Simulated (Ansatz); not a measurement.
Start from ScAl₃ in the Cu3Au type structure (space group Pm-3m, No. 221; a = 4.072 Å).

It is then changed as follows: full substitution Sc → Y, then cell and atoms are relaxed.

Levels (all Ansatz, a quantum-chemistry and plane-wave program, PAW, earlier PAW set): PBEsol (420 eV, scalar-relativistic without spin-orbit coupling); r2SCAN (500 eV, without spin-orbit coupling).

The geometry is relaxed with PBEsol.

```
Property          Result
---------------  -------
PBEsol pressure  0.0 GPa
```

Problem. Predict the pressure from r2SCAN.

Solution. The pressure goes from zero to 1.4 GPa.

Single points use the geometry relaxed with PBEsol. Their cutoffs differ, which shifts pressures a little. Stability against distortions was not tested. For YAl3 in this form, whether it has been made was not checked. The final runs are not spin-polarised.
